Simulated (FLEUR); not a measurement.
Band structure of Lu (P6_3/mmc, 2 atoms in the cell).

```xyz
2
Lattice="3.5708 0.0000 0.0000 -1.7854 3.0924 0.0000 0.0000 0.0000 5.5278" Properties=species:S:1:pos:R:3 pbc="T T T"
Lu     0.0000     2.0616     1.3819
Lu     1.7854     1.0308     4.1458
```

Method: LDA (Perdew-Zunger), all-electron FLAPW (FLEUR), scalar-relativistic valence with spin-orbit coupling in second variation in FLEUR.

Settings: Kmax = 3.8 1/bohr; GmaxXC = 13.3 1/bohr; xcFunctional = pz; jspins = 1; l_soc = T; mode = gauss; fermiSmearingEnergy = 0.00367493 Htr; mesh (inpgen div1-3) = 8 8 5; inpgen gamma flag = true; Gmax = 13.3 1/bohr; numbands = 0; maxIterBroyd = 15; imix = Anderson; alpha = 0.05.

The starting cell comes from a database of computed structures (which also holds hypothetical and non-ambient phases and stackings), without a prior relaxation at this level. Its lattice was rescaled by a random factor within 2.5 % of one. Values depend on the basis (sphere radii, cutoffs, local orbitals), which need not be converged.

Levels in eV from the Fermi level, bands 45 to 52:
```json
[
 {"point": "Γ", "45": "-4.60", "46": "-4.60", "47": "-2.32", "48": "-2.32", "49": "0.72", "50": "0.72", "51": "1.87", "52": "1.87"},
 {"point": "M", "45": "-2.35", "46": "-2.35", "47": "-1.33", "48": "-1.33", "49": "-0.77", "50": "-0.77", "51": "-0.36", "52": "-0.36"},
 {"point": "K", "45": "-1.15", "46": "-1.15", "47": "-0.91", "48": "-0.91", "49": "-0.60", "50": "-0.60", "51": "-0.60", "52": "-0.60"},
 {"point": "A", "45": "-4.26", "46": "-4.26", "47": "-4.26", "48": "-4.26", "49": "1.17", "50": "1.17", "51": "1.17", "52": "1.17"},
 {"point": "L", "45": "-2.05", "46": "-2.05", "47": "-2.05", "48": "-2.05", "49": "0.11", "50": "0.11", "51": "0.11", "52": "0.11"},
 {"point": "H", "45": "-0.67", "46": "-0.67", "47": "-0.63", "48": "-0.63", "49": "-0.53", "50": "-0.53", "51": "-0.31", "52": "-0.31"}
]
```
